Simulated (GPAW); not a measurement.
Band structure of InSnTe₂ (R-3m, 4 atoms in the cell).

```
InSnTe2
1.0
    2.23243     1.28889     7.22834
   -2.23243     1.28889     7.22834
    0.00000    -2.57779     7.22834
In Sn Te
1 1 2
Cartesian
  0.00000   0.00000   0.00000
  0.00000   0.00000  10.84251
  0.00000   0.00000  16.24483
  0.00000   0.00000   5.44019
```

Method of the run: LDA (Perdew-Wang 92), GPAW PAW datasets LDA (gpaw-data 1.0.1) (plane waves; GPAW 25.7.0).

Settings: mode = pw; ecut = 550 eV; xc = LDA; kpts = 6 6 6; mesh shift (steps) = 0 0 0; occupations.name = fermi-dirac; occupations.width = 0.1 eV; nbands = -10; convergence.density = 1e-05 e/electron; convergence.energy = 1e-05 eV/electron; symmetry.symmorphic = false; symmetry.tolerance = 0.0005; maxiter = 100; bandpath_npoints = 40.

The starting cell comes from a database of computed structures (which also holds hypothetical and non-ambient phases and stackings), without a prior relaxation at this level. Spin-orbit coupling is off.

Levels in eV from the Fermi level, bands 16 to 23:
| point | 16 | 17 | 18 | 19 | 20 | 21 | 22 | 23 |
|---|---|---|---|---|---|---|---|---|
| Γ | -1.59 | -1.51 | -1.28 | -1.28 | 0.72 | 1.21 | 1.29 | 1.29 |
| L | -3.33 | -2.57 | -2.33 | -1.68 | -1.38 | 3.12 | 3.19 | 3.59 |
| B1 | -3.94 | -2.70 | -2.57 | -1.13 | -0.74 | 2.51 | 2.68 | 3.70 |
| B | -3.94 | -2.70 | -2.57 | -1.13 | -0.74 | 2.51 | 2.68 | 3.70 |
| Z | -1.54 | -1.42 | -1.42 | -0.30 | 0.04 | 2.02 | 2.02 | 2.48 |
| X | -3.58 | -3.15 | -2.30 | -1.43 | -0.04 | 1.62 | 3.25 | 3.52 |
| Q | -3.58 | -3.15 | -2.30 | -1.43 | -0.04 | 1.62 | 3.25 | 3.52 |
| F | -3.14 | -3.08 | -1.25 | -1.22 | 0.78 | 1.26 | 1.37 | 1.42 |
| P1 | -3.06 | -2.89 | -1.88 | -1.46 | 0.19 | 1.39 | 1.68 | 2.79 |
| P | -3.06 | -2.89 | -1.88 | -1.46 | 0.19 | 1.39 | 1.68 | 2.79 |

Bands cross the Fermi level along this path, so the cell is metallic at this level.
